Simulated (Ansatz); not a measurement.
# SiC: thickness series

Take SiC in the wurtzite structure (space group P6_3mc, No. 186) as the base.

```
SiC
1.0
    3.07548     0.00000     0.00000
   -1.53774     2.66344     0.00000
    0.00000     0.00000     5.04859
Si C
2 2
Direct
  0.66667   0.33333   0.00050
  0.33333   0.66667   0.50050
  0.66667   0.33333   0.62470
  0.33333   0.66667   0.12470
```

Cartesian axes are those of the cell as printed.

Free-standing slabs (4 atom(s) a layer) normal to the y axis with 15 Å of vacuum; in-plane cell held at bulk.

Level of theory: Kohn–Sham DFT with the r2SCAN functional, run in Ansatz (an electronic-structure program) with PAW and 500 eV plane waves, spin-orbit coupling left out, earlier PAW set.

Notes on the quantities. excess energy per area of both faces: slab less bulk energy over the cell's area: twice a surface energy.

| change | gap character | thickness between the outermost nuclei | smallest direct gap | band gap | excess energy per area of both faces |
|---|---|---|---|---|---|
| base | – | – | 4.48 eV | 2.65 eV | – |
| 1 layer | indirect, Γ–X (62 % along) → U | 0.30 Å | 3.22 eV | 2.97 eV | – |
| 2 layers | indirect, Γ–X (33 % along) → X–U (60 % along) | 3.38 Å | 2.34 eV | 1.48 eV | 4.87 J/m² |
| 3 layers | indirect, k = (0.091, 0, 0) in the run's primitive reciprocal basis → U | 6.02 Å | 2.15 eV | 1.64 eV | 5.15 J/m² |
| 4 layers | indirect, k = (0.091, 0, 0) in the run's primitive reciprocal basis → X–U (80 % along) | 8.69 Å | 2.11 eV | 1.67 eV | 5.20 J/m² |

Slab and bulk use different k-meshes, which limits the precision of the excess energy. Whether these cells are dynamically stable was not tested. Labels are those of the standard path for the cell's own space group.
